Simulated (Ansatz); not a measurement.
This Ansatz (a first-principles code) input is the reference run, KCl in the rock salt structure (space group Fm-3m, No. 225), computed with Kohn–Sham DFT with the PBEsol functional, run in Ansatz with PAW and 420 eV plane waves, spin-orbit coupling left out:

Ansatz 0.2 input:
```yaml
crystal:
  lattice:
    - [0, 3.1213502365, 3.1213502365]
    - [3.1213502365, 0, 3.1213502365]
    - [3.1213502365, 3.1213502365, 0]
  atoms:
    - { symbol: K, position: [0, 0, 0] }
    - { symbol: Cl, position: [0.5, 0.5, 0.5] }
basis: { ecutwfc: 420, ecutrho_ratio: 4, xc_grid: 2, fft_grid_basis: typed }
kpoints: { mp_grid: { grid: [9, 9, 9] } }
hamiltonian:
  xc: pbesol
  dispersion: none
  pseudopotentials: { kind: paw }
scf: { occupations: { method: fermi_dirac, width: 0.05 }, convergence: { dr2_threshold: 0.0000000002 } }
output: { forces: true, stress: true }
checkpoint: { write: state.ck, write_every: 1000 }
```

Problem. Write the input for this change: an isotropic linear strain of +0.50 %; the atoms relax in the strained cell.

Solution. 
Ansatz 0.2 input:
```yaml
crystal:
  lattice:
    - [0, 3.1369569877, 3.1369569877]
    - [3.1369569877, 0, 3.1369569877]
    - [3.1369569877, 3.1369569877, 0]
  atoms:
    - { symbol: K, position: [0, 0, 0] }
    - { symbol: Cl, position: [0.5, 0.5, 0.5] }
basis: { ecutwfc: 420, ecutrho_ratio: 4, xc_grid: 2, fft_grid_basis: typed }
kpoints: { mp_grid: { grid: [9, 9, 9] } }
hamiltonian:
  xc: pbesol
  dispersion: none
  pseudopotentials: { kind: paw }
scf: { occupations: { method: fermi_dirac, width: 0.05 }, convergence: { dr2_threshold: 0.0000000002 } }
relax: { f_tol: 0.005, max_steps: 50 }
output: { forces: true, stress: true }
checkpoint: { write: state.ck, write_every: 1000 }
```
This is the input that was run.

Whether these cells are dynamically stable was not tested.
